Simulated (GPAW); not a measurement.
A self-consistent single point of CdTe (P6_3mc, 4 atoms in the cell) with GPAW.

Computed with LDA (Perdew-Wang 92), GPAW PAW datasets LDA (gpaw-data 1.0.1) (plane waves; GPAW).

The change in words: lattice scaled by 0.98. Reference geometry:
```xyz
4
Lattice="4.6333 0.0000 0.0000 -2.3166 4.0125 0.0000 0.0000 0.0000 7.6024" Properties=species:S:1:pos:R:3 pbc="T T T"
Cd     0.0000     2.6750     0.0027
Cd     2.3166     1.3375     3.8040
Te     0.0000     2.6750     2.8482
Te     2.3166     1.3375     6.6494
```

Reference input (self-consistent single point, DFT LDA (Perdew-Wang 92), plane waves, GPAW PAW datasets LDA (gpaw-data 1.0.1)): mode = pw; ecut = 600 eV; xc = LDA; kpts = 6 6 3; mesh shift (steps) = 0 0 0; occupations.name = fermi-dirac; occupations.width = 0 eV; nbands = -6; convergence.density = 1e-05 e/electron; convergence.energy = 1e-05 eV/electron; convergence.bands = -4; symmetry.symmorphic = false. This run's input differs from it in these lines:

```diff
@@ -5,5 +5,5 @@
 atoms = Atoms(['Cd', 'Cd', 'Te', 'Te'],
-              cell=[[4.633270, 0.000000, 0.000000],
-                    [-2.316635, 4.012530, 0.000000],
-                    [0.000000, 0.000000, 7.602430]],
+              cell=[[4.540605, 0.000000, 0.000000],
+                    [-2.270302, 3.932279, 0.000000],
+                    [0.000000, 0.000000, 7.450381]],
               scaled_positions=[[0.333333, 0.666667, 0.000360],
```

Output (repeated stretches shortened):

```
     iter     time        total  log10-change:
                         energy   eigst   dens
iter:   1 --:--:--   -13.103646   +0.03
iter:   2 --:--:--   -13.027103   -1.33  -1.29
iter:   3 --:--:--   -12.689411   -1.27  -1.32
iter:   4 --:--:--   -12.701811   -2.45  -1.65
iter:   5 --:--:--   -12.701802   -2.01  -1.71
iter:   6 --:--:--   -12.661166   -2.76  -2.25
iter:   7 --:--:--   -12.661653   -4.56  -2.71
iter:   8 --:--:--   -12.660219   -4.37  -2.73
iter:   9 --:--:--   -12.659585   -3.59  -2.82
iter:  10 --:--:--   -12.659418   -5.54  -3.29
iter:  11 --:--:--   -12.659722c  -5.19  -3.35
iter:  12 --:--:--   -12.659378c  -5.18  -3.19
iter:  13 --:--:--   -12.659313   -5.81  -3.39
iter:  14 --:--:--   -12.659370c  -6.14  -3.45
iter:  15 --:--:--   -12.659317c  -6.27  -3.51
iter:  16 --:--:--   -12.659264c  -5.69  -3.59
iter:  17 --:--:--   -12.659253c  -6.28  -3.79
iter:  18 --:--:--   -12.659249c  -6.95  -3.87
iter:  19 --:--:--   -12.659247c  -7.28  -3.90
iter:  20 --:--:--   -12.659246c  -7.30  -4.03
iter:  21 --:--:--   -12.659245c  -6.58  -4.06
iter:  22 --:--:--   -12.659245c  -7.84c -4.78
iter:  23 --:--:--   -12.659245c  -9.26c -5.37c
Converged after 23 iterations.

Dipole moment: (-0.000000, 0.000000, 5.075502) |e|*Ang

Energy contributions relative to reference atoms: (reference = -673346.925590)

Kinetic:        +33.158175
Potential:      -30.201012
External:        +0.000000
XC:             -16.033900
Entropy (-ST):   +0.000000
Local:           +0.417493
SIC:             +0.000000
--------------------------
Free energy:    -12.659245
Extrapolated:   -12.659245

Showing only first 2 kpts
 Kpt  Band  Eigenvalues  Occupancy
  0    16      3.68481    2.00000
  0    17      3.68483    2.00000
  0    18      4.30668    0.00000
  0    19      5.17134    0.00000

  1    16      3.44664    2.00000
  1    17      3.44667    2.00000
  1    18      5.38839    0.00000
  1    19      5.54975    0.00000

Fermi level: 3.99576

Gap: 0.622 eV
Transition (v -> c):
   [... lines left out ...]
Energy (eV): -12.659245

Forces in eV/Ang:
  0 Cd    0.00000   -0.00000    0.00090
  1 Cd    0.00000    0.00000    0.00090
  2 Te    0.00000   -0.00000   -0.00080
  3 Te    0.00000    0.00000   -0.00080

Stress tensor:
     0.005403    -0.000000     0.000000
    -0.000000     0.005403     0.000000
     0.000000     0.000000     0.005452
Stress (GPa, Voigt): [ 0.8657  0.8657  0.8735  0.      0.     -0.    ]
```

The run converged in 23 iterations. GPAW prints stress with tension positive. Against the reference run the free energy goes down by 26.4 meV/atom, the pressure goes from -3.08 to -0.87 GPa, the largest force goes from 0.008 to 0.001 eV/Å and the gap on the mesh goes from 0.435 to 0.622 eV.

The starting cell comes from a database of computed structures (which also holds hypothetical and non-ambient phases and stackings), without a prior relaxation at this level. For this run, on top of that: lattice scaled by 0.98. Spin-orbit coupling is off.

Cost on one core of a shared machine: roughly 50 s.
